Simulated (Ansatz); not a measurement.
Consider interstitial H in ferroelectric LiNbO3, charge state +1. The step: H moves alone to another site; the atom moves 2.17 Å along (0.20, -0.07, -0.13) of the unit cell; the moving atom starts with neighbours Li at 2.07; O at 0.99, O at 1.81 Å and ends with Li at 1.99; O at 1.00, O at 1.72 Å. A PBE band in Ansatz (plane-wave PAW, the Γ point alone, 120 host sites, 54 SCF runs with any check of the saddle's order, static, no finite-size correction) gives a forward barrier of 0.47 eV. The check of the saddle point's order was inconclusive. The charge state is imposed; whether it is stable for some Fermi level was not computed. Sites that were not tried may lie lower.

Single points at the band's start and saddle point can refine it. Rough cost of one point, in units of the band's mean SCF on the same machine:

```
Level                                                     Cost of one point
--------------------------------------------------------  -----------------
PBE, a 2×2×2 k-point mesh shifted by half a step along c            about 9
r2SCAN at 500 eV, the Γ point alone                                 about 3
```

**Question.** Which of these move the barrier by more than 0.1 eV, and how far does each move it?

**Answer.** Not one does. PBE, a 2×2×2 k-point mesh shifted by half a step along c: 0.00 eV; r2SCAN at 500 eV, the Γ point alone: -0.02 eV. Each functional is compared with PBE at the same k-points.

Ansatz is a first-principles code.
